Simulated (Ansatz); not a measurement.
# A computed series for ScAl3: point defects

The reference is a 16-atom supercell of ScAl$_{3}$ in the Cu3Au type structure (space group Pm-3m, No. 221; a = 4.106 Å) at its relaxed geometry.

One neutral defect a cell, atoms relaxed at fixed cell.

The values are results of PBE, PAW, 420 eV (Ansatz, a quantum-chemistry and plane-wave program; without spin-orbit coupling), not measurements.

```tsv
case	pressure	largest displacement of a host atom from its site in the perfect cell
perfect supercell	0.0 GPa	–
Al vacancy, symmetric start	-0.5 GPa	0.04 Å
Al on a Sc site (antisite)	___	0.04 Å
Sc interstitial (started 1.78 Å from the nearest host atom), symmetric start	12.4 GPa	0.83 Å
Tl on a Al site	3.0 GPa	0.06 Å
```

Problem. What belongs in the blanks?

Solution. 
- Al on a Sc site (antisite), pressure: 0.2 GPa

The cell is small, so the values are those of an ordered compound at a high defect concentration; dilute-limit values will differ. Defects with a symmetric start kept the site's symmetry and may sit on a saddle; the others started slightly shaken. The final runs are not spin-polarised.
